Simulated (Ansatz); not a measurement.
Reference: InP (F-43m), r2SCAN with spin-orbit coupling, rigid bands (plane waves, PAW; Ansatz, an electronic-structure program); axes and stresses refer to this cell.

```
InP
1.0
    0.00000     2.93899     2.93899
    2.93899     0.00000     2.93899
    2.93899     2.93899     0.00000
In P
1 1
Direct
  0.00000   0.00000   0.00000
  0.25000   0.25000   0.25000
```

The electron conductivity mass is 0.089 mₑ, the band gap comes out as 1.09 eV and the Seebeck coefficient, n-type 1e19 cm⁻³ is -59 μV/K.

| Change | electron conductivity mass | band gap | Seebeck coefficient, n-type 1e19 cm⁻³ |
|---|---|---|---|
| biaxial stress in (111) of -4 GPa (compression positive) | 0.073 mₑ | 0.64 eV | -51 μV/K |
| biaxial stress in (111) of 2 GPa (compression positive) | 0.096 mₑ | ___ | -62 μV/K |
| uniaxial stress along [001] of -3 GPa (compression positive) | 0.082 mₑ | ___ | -55 μV/K |
| uniaxial stress along [110] of 1 GPa (compression positive) | 0.091 mₑ | 1.07 eV | ___ |
| uniaxial stress along [111] of -3 GPa (compression positive) | 0.083 mₑ | 0.89 eV | -56 μV/K |
| uniaxial stress along [111] of -5 GPa (compression positive) | 0.077 mₑ | 0.71 eV | ___ |

Question: Fill in the missing entries.

Answer: 
- biaxial stress in (111) of 2 GPa (compression positive), band gap: 1.13 eV
- uniaxial stress along [001] of -3 GPa (compression positive), band gap: 0.88 eV
- uniaxial stress along [110] of 1 GPa (compression positive), Seebeck coefficient, n-type 1e19 cm⁻³: -60 μV/K
- uniaxial stress along [111] of -5 GPa (compression positive), Seebeck coefficient, n-type 1e19 cm⁻³: -53 μV/K

Masses are for dilute carriers at 300 K, harmonic means over directions unless an axis is named. Seebeck coefficients are for the stated density at 300 K, with one relaxation time for all states and whether or not that doping can be reached. Stresses and pressures are the targets of the relaxation.  The structure type is held under load, also where the real crystal would transform.
